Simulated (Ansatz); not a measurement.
Data:

```
InP
1.0
    0.00000     2.97326     2.90072
    2.97326     0.00000     2.90072
    2.97326     2.97326     0.00000
In P
1 1
Direct
  0.00000   0.00000   0.00000
  0.25000   0.25000   0.25000
```

Computed with PBEsol with spin-orbit coupling, rigid bands (plane waves, PAW; Ansatz, a quantum-chemistry and plane-wave program). Condition of this run: biaxial stress xx = yy = -1 GPa (compression positive) (the target of the relaxation). How the cell was made: cell and atoms relaxed with PBEsol, then loaded as said.

What conductivity effective mass do dilute electrons have at 300 K?

0.055 (x), 0.055 (y), 0.048 (z) mₑ.

Predict the hole conductivity mass (n e² τ/σ) at 300 K, by direction if it differs.

0.48 (x), 0.48 (y), 0.29 (z) mₑ.

And the band gap?

0.43 eV at this level; semilocal functionals usually fall short of the measured gap.

Rigid bands, one relaxation time for all states, no polarons.
